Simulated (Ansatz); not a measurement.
## PtSe2, response to strain

The reference is PtSe$_{2}$ in the CdI2 type structure (space group P-3m1, No. 164; layered, stacked along the Cartesian z axis; relaxed with 0.1 eV smearing).

```
CELL_PARAMETERS angstrom
      3.73478     0.00000     0.00000
     -1.86739     3.23441     0.00000
      0.00000     0.00000     5.20404
ATOMIC_POSITIONS crystal
  Pt 0.00000 0.00000 0.00000
  Se 0.66667 0.33333 0.24891
  Se 0.33333 0.66667 0.75109
```

Cartesian axes are those of the cell as printed.

Strains are applied to the cell and any free atomic positions relax; under biaxial strain the out-of-plane vector relaxes too.

Calculations: Ansatz (a program for electronic structure), r2SCAN+rVV10, PAW, cutoff 500 eV, no SOC, earlier PAW set.

Base values:

```
Quantity  Value
--------  -----
Band gap   zero
```

Problem. The aim is a band gap between 0.70 eV and 0.76 eV. Which of these changes reaches it?
A. isotropic strain −0.49 %
B. biaxial strain −2.91 %, plane normal [001], relaxed out of plane
C. biaxial strain −4.76 %, plane normal [001], relaxed out of plane

Solution. C, biaxial strain −4.76 %, plane normal [001], relaxed out of plane. It gives 0.73 eV; biaxial strain −2.91 %, plane normal [001], relaxed out of plane gives 0.41 eV; isotropic strain −0.49 % gives zero. Changes not listed may reach it too

Spin-orbit coupling, missing from the scalar runs, can matter with Pt. Stability against distortions was not tested. The final runs are not spin-polarised. The zero or small gap of PtSe2 can change with the level of theory.
